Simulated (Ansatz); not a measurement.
**Short convergence ladders for the (100) slab of HfC (cut from a parent of space group no. 225; 8 atoms in the cell)**

```yaml
crystal:
  lattice:
    - [3.29738, 0.00000, 0.00000]
    - [-3.29738, 3.29738, 0.00000]
    - [0.00000, 0.00000, 20.99480]
  atoms:
    - { symbol: C, position: [0.00000, 0.00000, 0.33342] }
    - { symbol: C, position: [0.00000, 0.50000, 0.44447] }
    - { symbol: C, position: [0.00000, 0.00000, 0.55553] }
    - { symbol: C, position: [0.00000, 0.50000, 0.66658] }
    - { symbol: Hf, position: [0.00000, 0.00000, 0.44447] }
    - { symbol: Hf, position: [0.00000, 0.50000, 0.33342] }
    - { symbol: Hf, position: [0.00000, 0.00000, 0.66658] }
    - { symbol: Hf, position: [0.00000, 0.50000, 0.55553] }
```

Base method: LDA (PW92), default PAW files made with PBE (plane waves; Ansatz, a first-principles code).

Base settings: basis.ecutwfc = 30.9 Ry; kpoints.mp_grid.grid = 13 13 1; hamiltonian.xc = lda; hamiltonian.pseudopotentials = {kind: paw} (the program's default PAW files); scf.occupations.method = fermi_dirac; scf.occupations.width = 0.0073 Ry.

The count of work is k-points × plane waves × bands × iterations; it is no time. 

**The vacuum**

The mesh stays at the base's, so the ladder's end is converged at best in this setting alone.

Only quantities that move along the ladder and can be compared are tabulated.

```tsv
vacuum between outermost atoms (Å)	free energy less the last step's (meV/atom)	largest difference of a force vector from the last step's (eV/Å)	count of work / last
3.0	-189.93	1.913	0.35
4.0	-31.57	0.343	0.29
5.0	-0.80	0.133	0.32
6.0	1.91	0.060	0.35
7.0	1.09	0.030	0.38
8.0	0.46	0.012	0.40
10.0	0.05	0.001	0.46
12.0	0.00	0.000	0.52
14.0	0.00	0.000	0.57
17.0	0.00	0.000	0.65
20.0	0.00	0.000	0.73
25.0	-0.01	0.000	0.86
30.0	0.00	0.000	1.0
```

Smallest vacuum between outermost atoms (Å) that holds the forces within 0.01 eV/Å of the last step, with all finer ones: 10.0; the step before is off by 0.012 eV/Å.

Smallest vacuum between outermost atoms (Å) that holds the free energy within 0.5 meV/atom of the last step, with all finer ones: 8.0, at 0.40 of the last step's count of work; the step before is off by 1.1 meV/atom.

**The plane-wave cutoff**

The mesh stays at the base's, so the ladder's end is converged at best in this setting alone.

Only quantities that move along the ladder and can be compared are tabulated.

| basis.ecutwfc | free energy less the last step's (meV/atom) | largest difference of a force vector from the last step's (eV/Å) | count of work / last |
|---|---|---|---|
| 15.4 Ry | 2721.47 | 0.413 | 0.14 |
| 18.4 Ry | 744.48 | 0.049 | 0.19 |
| 21.7 Ry | 150.55 | 0.010 | 0.21 |
| 26.1 Ry | 21.65 | 0.014 | 0.27 |
| 30.9 Ry | 2.61 | 0.001 | 0.36 |
| 37.1 Ry | 0.58 | 0.000 | 0.46 |
| 46.3 Ry | 0.27 | 0.000 | 0.66 |
| 61.7 Ry | 0.00 | 0.000 | 1.0 |

Coarsest basis.ecutwfc that holds the forces within 0.02 eV/Å of the last step, with all finer ones: 21.7 Ry, at 0.21 of the last step's count of work; the step before is off by 0.049 eV/Å.

Coarsest basis.ecutwfc that holds the free energy within 5 meV/atom of the last step, with all finer ones: 30.9 Ry, at 0.36 of the last step's count of work; the step before is off by 22 meV/atom.

**The depth of the slab**

On a (100) slab of HfC (cut from a parent of space group no. 225; 4 atoms in the cell), and deeper slabs.

Surface energy = (E_slab − N e_bulk)/2A, with e_bulk from the bulk crystal on its finest mesh (413 k-points); errors per atom of slab and bulk, whose meshes differ, grow with N. The bulk cell stands at -13.7 GPa at this level, so the slab is strained in the plane.

The mesh stays at the base's, so the ladder's end is converged at best in this setting alone.

Only quantities that move along the ladder and can be compared are tabulated.

| atoms | unrelaxed surface energy (J/m²) | count of work / last |
|---|---|---|
| 4 | 2.395 | 0.060 |
| 8 | 2.324 | 0.15 |
| 12 | 2.306 | 0.28 |
| 16 | 2.304 | 0.51 |
| 20 | 2.304 | 0.74 |
| 24 | 2.304 | 1.0 |

Smallest size that holds the unrelaxed surface energy within 0.01 J/m² of the last step, with all finer ones: 12, at 0.28 of the last step's count of work; the step before is off by 0.020 J/m².

On the base run: the starting cell has typed, rounded lattice constants, without a prior relaxation at this level. The slab is cut from that crystal, and its faces are unrelaxed. Its lattice was rescaled by up to half a per cent. Spin polarisation is off, though cut faces can carry moments; the slab shows no gap. In the base run, forces exceed 1 eV/Å.

Left out of this page: 1 run of the series outside the window shown, repeating another row's setting, or not comparable.

Keys are those of Ansatz 0.2.
